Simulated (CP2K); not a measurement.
Band structure of SrC2 (R-3m, 3 atoms in the cell).

```
CELL_PARAMETERS angstrom
      3.71079     0.00000     0.00000
      0.29538     3.69901     0.00000
      0.29538     0.27273     3.68894
ATOMIC_POSITIONS crystal
  Sr 0.00000 0.00000 0.00000
  C  0.59155 0.59155 0.59155
  C  0.40845 0.40845 0.40845
```

Computed with CP2K 2026.2 with LDA (Pade form), GPW, DZVP-MOLOPT-SR-GTH basis, GTH-PADE potentials (GTH_POTENTIALS).

Settings: CUTOFF = 500 Ry; REL_CUTOFF = 60 Ry; KPOINTS/SCHEME = MONKHORST-PACK 9 9 9; XC_FUNCTIONAL = PADE; Sr/BASIS_SET = DZVP-MOLOPT-SR-GTH-q10; Sr/POTENTIAL = GTH-PADE-q10; C/BASIS_SET = DZVP-MOLOPT-SR-GTH-q4; C/POTENTIAL = GTH-PADE-q4; METHOD = GPW; EPS_DEFAULT = 1e-10; EXTRAPOLATION = USE_GUESS; NGRIDS = 5; SCF_GUESS = ATOMIC; EPS_SCF = 1e-06.

The starting cell comes from a database of computed structures (which also holds hypothetical and non-ambient phases and stackings), without a prior relaxation at this level. Values carry the incompleteness of an atom-centred basis.

Question: Predict the gap along the standard path and the places of the band edges.

Answer: The gap along the path is 1.20 eV, from Z to Γ; the smallest direct gap on it is 2.42 eV.

Levels in eV from the top of the valence band on the SCF mesh, bands 6 to 10:
```
point      6      7      8      9    10
-----  -----  -----  -----  -----  ----
Γ      -3.00  -2.64  -1.18  -1.18  1.24
L      -4.97  -2.14  -1.44  -1.40  3.32
Z      -5.25  -3.47  -3.47   0.04  5.13
F      -4.21  -2.86  -1.84  -1.09  1.67
P1     -5.20  -3.42  -3.39   0.02  4.81
P      -5.20  -3.42  -3.39   0.02  4.81
```

Higher empty bands are left out: an atom-centred basis made for the valence describes them poorly.
